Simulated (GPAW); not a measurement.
## Worked example: self-consistent single point of Sn2Ru (I4/mcm, 6 atoms in the cell) in GPAW

Method: PBEsol, GPAW PAW datasets PBEsol (made by gpaw-setup) (plane waves; GPAW).

Input:

```python
from ase import Atoms
from ase.units import GPa
from gpaw import GPAW, PW

atoms = Atoms(['Sn', 'Sn', 'Sn', 'Sn', 'Ru', 'Ru'],
              cell=[[-3.271807, 3.271807, 2.915385],
                    [3.271807, -3.271807, 2.915385],
                    [3.271807, 3.271807, -2.915385]],
              scaled_positions=[[0.665000, 0.165000, 0.830000],
                                [0.165000, 0.335000, 0.500000],
                                [0.335000, 0.835000, 0.170000],
                                [0.835000, 0.665000, 0.500000],
                                [0.250000, 0.250000, 0.000000],
                                [0.750000, 0.750000, 0.000000]],
              pbc=True)

calc = GPAW(mode=PW(600),
            xc='PBEsol',
            kpts={'size': (8, 8, 8), 'gamma': True},
            occupations={'name': 'marzari-vanderbilt', 'width': 0.136},
            nbands=-10,
            convergence={'density': 1e-05},
            symmetry={'symmorphic': False, 'tolerance': 0.0005},
            maxiter=120,
            txt='-')

atoms.calc = calc

energy = atoms.get_potential_energy()
print('Energy (eV):', round(energy, 6))
forces = atoms.get_forces()
print('Forces (eV/Ang):')
print(forces.round(5))
stress = atoms.get_stress()
print('Stress (GPa, Voigt):', (stress / GPa).round(4))
```

Output (repeated stretches shortened):

```
Input parameters:
  convergence: {density: 1e-05}
  kpts: {gamma: True,
         size: (8, 8, 8)}
  maxiter: 120
  mode: {ecut: 600.0,
         name: pw}
  nbands: -10
  occupations: {name: marzari-vanderbilt,
                width: 0.136}
  symmetry: {symmorphic: False,
             tolerance: 0.0005}
  xc: PBEsol

species:
  Sn:
    name: Tin
    Z: 50.0
    valence: 14
    core: 36
    charge: 0.0
    file: Sn.PBEsol.gz

    # Using partial waves for Sn as LCAO basis

  Ru:
    name: Ruthenium
    Z: 44.0
    valence: 16
    core: 28
    charge: 0.0
    file: Ru.PBEsol.gz

    # Using partial waves for Ru as LCAO basis

Reference energy: -918107.690874  # eV

Spin-paired calculation

Convergence criteria:
 Maximum [total energy] change in last 3 cyles: 0.0005 eV / valence electron
 Maximum integral of absolute [dens]ity change: 1e-05 electrons / valence electron
 Maximum integral of absolute [eigenst]ate change: 4e-08 eV^2 / valence electron
 Maximum number of scf [iter]ations: 120

Symmetries present (total): 16
Symmetries with fractional translations: 8
512 k-points: 8 x 8 x 8 Monkhorst-Pack grid + [1/16,1/16,1/16]
59 k-points in the irreducible part of the Brillouin zone
       k-points in crystal coordinates                weights
   0:     0.00000000    0.00000000    0.00000000          1/512
   1:     0.12500000   -0.12500000    0.00000000          4/512
   2:     0.12500000   -0.12500000    0.12500000          4/512
   [... 7 lines left out ...]
          ...
  58:     0.50000000    0.50000000    0.50000000          1/512

Wave functions: Plane wave expansion
  Cutoff energy: 600.000 eV
  Number of coefficients (min, max): 4138, 4207
  Pulay-stress correction: 0.000000 eV/Ang^3 (de/decut=0.000000)

Occupation numbers: Marzari-Vanderbilt:
  width: 0.1360  # eV

Eigensolver

Densities:
  Coarse grid: 32*32*32 grid
  Fine grid: 64*64*64 grid
  Total Charge: 0.000000

Density mixing:
  Method: separate
  Backend: pulay
  Linear mixing parameter: 0.05
  old densities: 5
  Damping of long wavelength oscillations: 50

Hamiltonian:
  XC and Coulomb potentials evaluated on a 64*64*64 grid
  External potential:
    NoExternalPotential

XC parameters: PBEsol with 2 nearest neighbor stencil

Number of atoms: 6
Number of atomic orbitals: 62
Number of bands in calculation: 54
Number of valence electrons: 88
Bands to converge: occupied

Density initialized from atomic densities
  54 bands from LCAO basis set

Atomic positions and initial magnetic moments

Positions:
   0 Sn     1.079696    4.351503    0.000000    ( 0.0000,  0.0000,  0.0000)
   1 Sn     2.192111    1.079696    0.000000    ( 0.0000,  0.0000,  0.0000)
   2 Sn     2.192111   -1.079696    2.915385    ( 0.0000,  0.0000,  0.0000)
   3 Sn     1.079696    2.192111    2.915385    ( 0.0000,  0.0000,  0.0000)
   4 Ru     0.000000    0.000000    1.457693    ( 0.0000,  0.0000,  0.0000)
   5 Ru    -0.000000    0.000000    4.373077    ( 0.0000,  0.0000,  0.0000)

Unit cell:
           periodic     x           y           z      points  spacing
  1. axis:    yes   -3.271807    3.271807    2.915385    32     0.1360
  2. axis:    yes    3.271807   -3.271807    2.915385    32     0.1360
  3. axis:    yes    3.271807    3.271807   -2.915385    32     0.1446

  Lengths:   5.468904   5.468904   5.468904
  Angles:  106.509750 106.509750 115.571874

Effective grid spacing dv^(1/3) = 0.1562

     iter     time        total  log10-change:
                         energy   eigst   dens
iter:   1 --:--:--   -40.202663
iter:   2 --:--:--   -40.176476   -1.13  -1.46
iter:   3 --:--:--   -40.286293   -1.06  -1.47
iter:   4 --:--:--   -39.561745   -2.13  -1.70
iter:   5 --:--:--   -39.730436   -2.30  -1.92
iter:   6 --:--:--   -39.544938   -2.87  -1.99
iter:   7 --:--:--   -39.456152   -2.52  -2.22
iter:   8 --:--:--   -39.457501   -3.85  -2.84
iter:   9 --:--:--   -39.456303c  -4.37  -2.87
iter:  10 --:--:--   -39.454859c  -4.06  -2.99
iter:  11 --:--:--   -39.454830c  -5.45  -3.62
iter:  12 --:--:--   -39.454855c  -6.04  -3.64
iter:  13 --:--:--   -39.454848c  -6.37  -3.61
iter:  14 --:--:--   -39.454960c  -5.75  -3.58
iter:  15 --:--:--   -39.454945c  -7.24  -3.48
iter:  16 --:--:--   -39.454816c  -5.41  -3.50
iter:  17 --:--:--   -39.454811c  -6.67  -3.88
iter:  18 --:--:--   -39.454809c  -7.10  -3.95
iter:  19 --:--:--   -39.454800c  -6.62  -4.00
iter:  20 --:--:--   -39.454804c  -7.01  -4.16
iter:  21 --:--:--   -39.454800c  -7.46c -4.29
iter:  22 --:--:--   -39.454799c  -7.47c -4.60
iter:  23 --:--:--   -39.454799c  -8.26c -5.01c

Converged after 23 iterations.

Dipole moment: (-0.000000, 0.000000, 0.000000) |e|*Ang

Energy contributions relative to reference atoms: (reference = -918107.690874)

Kinetic:         -5.750929
Potential:       +1.480525
External:        +0.000000
XC:             -34.500140
Entropy (-ST):   +0.009949
Local:           -0.694203
SIC:             +0.000000
--------------------------
Free energy:    -39.454799
Extrapolated:   -39.454799

Showing only first 2 kpts
 Kpt  Band  Eigenvalues  Occupancy
  0    42      8.11273    2.00000
  0    43      8.38105    2.00000
  0    44      8.79411    2.13132
  0    45      8.79411    2.13132

  1    42      8.49533    2.00051
  1    43      8.74887    2.16316
  1    44      8.76013    2.16662
  1    45      9.05280    0.14239

Fermi level: 8.95324

No gap
No difference between direct/indirect transitions
Energy (eV): -39.454799

Forces in eV/Ang:
  0 Sn   -0.01885   -0.01885    0.00000
  1 Sn    0.01885   -0.01885    0.00000
  2 Sn    0.01885    0.01885    0.00000
  3 Sn   -0.01885    0.01885   -0.00000
  4 Ru    0.00000    0.00000   -0.00000
  5 Ru    0.00000    0.00000    0.00000

Stress tensor:
     0.059719     0.000000    -0.000000
     0.000000     0.059719     0.000000
    -0.000000     0.000000     0.049969
Stress (GPa, Voigt): [ 9.5681  9.5681  8.0059  0.     -0.      0.    ]
```

The run converged in 23 iterations. GPAW prints stress with tension positive.

The starting cell comes from a database of published, mostly measured structures (it also holds non-ambient and calculated ones), without a prior relaxation at this level. Its lattice was rescaled by a random factor within 2.5 % of one. Spin polarisation is off. With a pressure of about -9 GPa the cell is away from its equilibrium volume at this level.

Cost on one core of a shared machine: roughly 6 min.
